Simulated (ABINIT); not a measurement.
Band structure of HfH₂ (I4/mmm, 3 atoms in the cell).

```xyz
3
Lattice="-1.7307 1.7307 2.1448 1.7307 -1.7307 2.1448 1.7307 1.7307 -2.1448" Properties=species:S:1:pos:R:3 pbc="T T T"
Hf     0.0000     0.0000     0.0000
H      1.7307     0.0000     1.0724
H      0.0000     1.7307     1.0724
```

Level of theory: PBEsol, PAW (JTH v2.0 PBE PAW, files made for PBE) (plane waves; ABINIT 10.0.3).

Settings: pseudos = [Hf.GGA_PBE-JTH.xml, H.GGA_PBE-JTH.xml]; ecut = 30 Ha; pawecutdg = 60 Ha; pawxcdev = 0; ixc = -116133; occopt = 7; tsmear = 0.00499791 Ha; ngkpt = 9 9 9; nshiftk = 1; shiftk = 0 0 0; potentials = JTH v2.0 PBE PAW; kptopt = 1; nstep = 50.

The starting cell comes from a database of computed structures (which also holds hypothetical and non-ambient phases and stackings), without a prior relaxation at this level. Spin-orbit coupling is off. The potentials were made for another functional than the one used.

Levels in eV from the Fermi level, bands 4 to 11:
| point | 4 | 5 | 6 | 7 | 8 | 9 | 10 | 11 |
|---|---|---|---|---|---|---|---|---|
| Γ | -30.72 | -11.36 | -1.16 | -0.45 | -0.45 | 0.43 | 1.87 | 3.34 |
| X | -30.89 | -6.62 | -5.73 | -4.20 | 4.04 | 4.26 | 5.54 | 6.53 |
| Y | -31.03 | -7.32 | -4.91 | -3.06 | 1.14 | 5.06 | 5.49 | 5.57 |
| S | -31.05 | -7.61 | -4.53 | -3.41 | 2.92 | 3.82 | 4.33 | 5.83 |
| Z | -31.08 | -7.82 | -4.16 | -3.86 | 4.78 | 4.89 | 4.89 | 5.66 |
| S1 | -31.05 | -7.61 | -4.53 | -3.41 | 2.92 | 3.82 | 4.33 | 5.83 |
| N | -30.78 | -8.45 | -5.14 | -0.86 | 0.70 | 3.90 | 4.65 | 5.08 |
| P | -30.97 | -6.24 | -6.24 | -2.44 | 1.35 | 4.08 | 4.83 | 6.39 |
| Y1 | -31.03 | -7.32 | -4.91 | -3.06 | 1.14 | 5.06 | 5.49 | 5.57 |

Bands cross the Fermi level along this path, so the cell is metallic at this level.
